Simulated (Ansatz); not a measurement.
Relaxation of the outer planes of the (221) surface of rock-salt PbTe in its 1x1 cell (cut with top plane Pb + Te, bottom plane Pb + Te), outermost plane spacing 1.10 Å in the ideal cut.

The numbers are results of PBE (plane waves to 420 eV, PAW; Ansatz, a quantum-chemistry and plane-wave program), not measurements.

Set-up: 22 atoms, Pb11Te11, 11.0 Å thick at the start; mesh 6x2x1; 0.025 eV smearing; dipole correction on; all atoms relaxed; held to the start's symmetry, so lower structures may exist; no spin, no spin-orbit, no U.

| plane | atoms | bulk spacing to the next (Å) | relaxed spacing (Å) | change (%) | rumpling (Å) |
|---|---|---|---|---|---|
| 1 | Pb + Te | 1.095 | ___ | ___ | ___ |
| 2 | Pb + Te | 1.095 | 0.857 | -21.7 | 0.11 (Te outermost) |

Task: Fill in the missing entries.

Result: 
- 1, relaxed spacing (Å): 0.996
- 1, change (%): -9.1
- 1, rumpling (Å): 0.35 (Te outermost)
